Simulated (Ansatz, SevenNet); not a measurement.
For cubic perovskite CsSnI3 (cubic high-temperature phase), the machine-learned potential SevenNet-0 (trained on PBE and PBE+U data) gives:

| Quantity | Result |
|---|---|
| equilibrium lattice constant a | 6.279 Å |
| elastic constant C11 | 31.6 GPa |
| elastic constant C44 | 2.56 GPa |
| Voigt–Reuss–Hill shear modulus | 5.43 GPa |

Problem. What does PBE0 (Ansatz, a first-principles code, PAW) give for the same quantities?

Solution. 
- lattice constant a: 6.261 Å (drops by 0.3 %)
- elastic constant C11: 39.7 GPa (grows by 26 %)
- elastic constant C44: 4.54 GPa (increases by 77 %)
- Voigt–Reuss–Hill shear modulus: 8.05 GPa (grows by 48 %)

Changes are worked out from the printed values.

Unless a cell is named, each level is at its own relaxed cell (SevenNet-0 49.51, PBE0 49.08 Å³/atom).

Caveats: the relaxation could not lower the start's symmetry, so the cell can be a saddle point above a distorted one (SevenNet-0, PBE0). Ansatz's density-functional and Hartree–Fock values are scalar-relativistic unless marked +SOC, with PAW data made under PBE.
